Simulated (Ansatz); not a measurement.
The parent structure is HfO$_{2}$ in the fluorite structure (space group Fm-3m, No. 225; a = 5.059 Å). Axes: x, y, z lie along the cube axes.

All numbers come from DFT with r2SCAN, PAW potentials and a 500 eV plane-wave cutoff in Ansatz (a first-principles code), no spin-orbit coupling, earlier PAW set.

It is then changed as follows: a pure shear with ε_xz = ε_zx = 0.0377, atoms relaxed at fixed cell.

Task: How does this affect the largest internal atomic displacement, stress and energy relative to the base?

Result: The largest internal atomic displacement comes out as 0.027 Å; the stress (xx, yy, zz, yz, xz, xy; compression positive) is (0.91, 0.74, 0.91, 0.00, -5.81, 0.00) GPa; the energy increases by 14 meV/atom.

The cells carry an imposed strain or load. Whether these cells are dynamically stable was not tested. This is not the structure that HfO2 has at room temperature and ambient pressure.
